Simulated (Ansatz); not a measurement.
Input and output of a self-consistent single point for VAs₂ (Cm, 6 atoms in the cell) (Ansatz, an electronic-structure program).

Level of theory: PBEsol, default PAW files made with PBE (plane waves; Ansatz).

The change in words: lattice scaled by 0.98; kpoints.mp_grid.grid: 7 7 3 → 14 14 7; scf.occupations.width: 0.1 eV → 0.05 eV. Reference geometry:
```yaml
crystal:
  lattice:
    - [4.49745, -1.63502, 0.00000]
    - [4.49745, 1.63502, 0.00000]
    - [-3.71356, 0.00000, 6.44329]
  atoms:
    - { symbol: V, position: [0.84857, 0.84857, 0.81316] }
    - { symbol: V, position: [0.15463, 0.15463, 0.19460] }
    - { symbol: As, position: [0.59591, 0.59591, 0.89547] }
    - { symbol: As, position: [0.40409, 0.40409, 0.10453] }
    - { symbol: As, position: [0.14758, 0.14758, 0.53483] }
    - { symbol: As, position: [0.85242, 0.85242, 0.46517] }
```

Reference input (self-consistent single point, DFT, PBEsol, plane waves, default PAW files made with PBE): basis.ecutwfc = 420 eV; kpoints.mp_grid.grid = 7 7 3; hamiltonian.xc = pbesol; hamiltonian.pseudopotentials = {kind: paw} (the program's default PAW files); scf.occupations.method = fermi_dirac; scf.occupations.width = 0.1 eV. This run's input differs from it in these lines:

Ansatz 0.2 input:
```diff
@@ -3,5 +3,5 @@
   lattice:
-    - [4.497450, -1.635019, 0.000000]
-    - [4.497450, 1.635019, 0.000000]
-    - [-3.713558, 0.000000, 6.443285]
+    - [4.407501, -1.602319, 0.000000]
+    - [4.407501, 1.602319, 0.000000]
+    - [-3.639287, 0.000000, 6.314419]
   atoms:
@@ -17,3 +17,3 @@
   mp_grid:
-    grid: [7, 7, 3]
+    grid: [14, 14, 7]
 hamiltonian:
@@ -25,3 +25,3 @@
     method: fermi_dirac
-    width: 0.1
+    width: 0.05
 output:
```

Log, with long lists cut:

```
SCF iter   1: F=—  HF=-25025.351206 eV  |F-HF|=—  |Δ(HF+E_count)|=         —  Δρ=9.22e-3  dr2=5.57e-2  ethr=1.77e-3  ⟨swp⟩=6.2  Hψ=65051  notcnv=0  defer=110
all-band conjugate gradients solve this SCF's bands
preconditioner: auto → Kerker (q_TF=auto, 2.712 Å⁻¹)
SCF iter   2: F=—  HF=-25025.345025 eV  |F-HF|=—  |Δ(HF+E_count)|=   6.18e-3  Δρ=4.40e-3  dr2=1.24e-2  ethr=6.47e-5  ⟨swp⟩=2.0  Hψ=24838  notcnv=0  defer=724
   [... lines left out ...]
SCF iter   4: F=—  HF=-25025.344181 eV  |F-HF|=—  |Δ(HF+E_count)|=   4.01e-5  Δρ=2.56e-4  dr2=7.37e-5  ethr=3.75e-7  ⟨swp⟩=2.0  Hψ=31628  notcnv=0  defer=724
SCF iter   5: F=—  HF=-25025.344162 eV  |F-HF|=—  |Δ(HF+E_count)|=   1.94e-5  Δρ=8.23e-5  dr2=1.04e-5  ethr=8.57e-8  ⟨swp⟩=2.0  Hψ=31645  notcnv=0  defer=724
SCF iter   6: F=—  HF=-25025.344159 eV  |F-HF|=—  |Δ(HF+E_count)|=   2.68e-6  Δρ=2.09e-5  dr2=5.29e-7  ethr=1.20e-8  ⟨swp⟩=2.0  Hψ=23390  notcnv=0  defer=724
SCF iter   7: F=-25025.344159 eV  HF=-25025.344159 eV  |F-HF|=2.77e-8  |Δ(HF+E_count)|=   5.27e-8  Δρ=6.35e-6  dr2=4.85e-8  ethr=1.16e-10  ⟨swp⟩=8.0  Hψ=69071  notcnv=0
SCF 1 converged in 7 iterations: F = -25025.344159 eV  dr2 = 4.85e-8
Free energy (F): -25025.344159 eV
Internal energy: -25025.336814 eV  (E = F + TS)
E sigma→0 (E₀):  -25025.340487 eV
Entropy (-TS):   -0.007345 eV (-1.224 meV/atom)
Fermi energy:    15.935236 eV
--- Forces (eV/Å), atoms counted from 1 ---
  atom   1  V     -0.01946527     0.00000000    -0.86336888
  atom   2  V      0.05270859     0.00000000     0.08868990
  atom   3  As     0.33456868     0.00000000    -0.28834314
  atom   4  As    -0.42216379    -0.00000000     0.62843976
  atom   5  As     0.01015283    -0.00000000     0.19049501
  atom   6  As     0.04422860    -0.00000000     0.24411344
--- Stress (GPa, compression-positive) ---
        9.435941       0.000000       0.148990
        0.000000       6.253304      -0.000000
        0.148991      -0.000000       8.208685
  P = ⅓ Tr σ = 7.9660 GPa (79.660 kbar)
  The stress holds the Pulay correction. Without it, at fixed plane waves, as pw.x and ABINIT print it: P = 7.9233 GPa
```

The run converged in 7 iterations. Against the reference run the free energy rises by 19.9 meV/atom, the pressure goes from -1.47 to 7.97 GPa and the largest force goes from 0.735 to 0.864 eV/Å.

The starting cell comes from a database of computed structures (which also holds hypothetical and non-ambient phases and stackings), without a prior relaxation at this level. Its lattice was rescaled by up to half a per cent. One atom was moved a little off its site on purpose. For this run, on top of that: lattice scaled by 0.98. Spin polarisation is off, so a magnetic state, if there is one, cannot be reached. With a pressure of about 8 GPa the cell is away from its equilibrium volume at this level. Ansatz's pressure includes its estimate of the finite-basis (Pulay) stress.

Cost on one core of a shared machine: roughly 2 min.
